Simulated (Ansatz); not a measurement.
WSi₂ under load (space group I4/mmm): band-structure transport figures

Here is the system:

```
WSi2
1.0
   -1.60013     1.60013     3.92428
    1.60013    -1.60013     3.92428
    1.60013     1.60013    -3.92428
Si W
2 1
Cartesian
  0.00000   0.00000   2.62519
  0.00000   0.00000   5.22338
  0.00000   0.00000   0.00000
```

Method: PBEsol, rigid bands (plane waves, PAW, scalar-relativistic; Ansatz, an electronic-structure program). Condition of this run: uniaxial stress zz = -2 GPa (compression positive) (the target of the relaxation). Cell: cell and atoms relaxed with PBEsol, then loaded as said.

The density of states at the Fermi level is 0.229 states/(eV·cell), both spins and the bare Sommerfeld coefficient comes out as 0.180 mJ/(mol of atoms·K²). The drude plasma energy comes out as 2.7 (x), 2.7 (y), 3.1 (z) eV, the root-mean-square Fermi velocity is 7.3e5 m/s and the resistivity times τ is 69 (x), 69 (y), 52 (z) ×10⁻²² Ω·m·s.

A metal at this level (no band gap); rigid bands, thermally averaged at 300 K, both spins. Spin-orbit coupling is left out, which matters with elements this heavy. τ is one relaxation time for all states.
